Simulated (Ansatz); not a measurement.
**Al2Au, response to strain**

The reference is Al₂Au (space group Fm-3m, No. 225; a = 6.061 Å; relaxed with 0.1 eV smearing).

Strains are applied to the cell and any free atomic positions relax.

All numbers come from PBE, PAW, 420 eV (Ansatz, a quantum-chemistry and plane-wave program; no SOC).

Notes on the quantities. energy relative to the base: free energy F.

| isotropic strain (%) | energy relative to the base (meV/atom) |
|---|---|
| -3 | 55.2 |
| -2 | 23.6 |
| -1.5 | 13.0 |
| 0 | 0.0 |
| 0.5 | 1.3 |
| 1 | 5.2 |
| 2 | ? |
| 2.5 | 30.9 |
| 3 | 43.6 |

### Question
Fit ΔE = Aε² + Bε³ (ε in %) to the rows shown and predict the withheld row.

### Answer
Least squares on the printed values gives A = 5.49 and B = -0.21 meV/atom (largest residual 0.1 meV/atom); this predicts 20.2 meV/atom, and the run gives 20.2 meV/atom, in agreement.

No phonon test of stability was made.
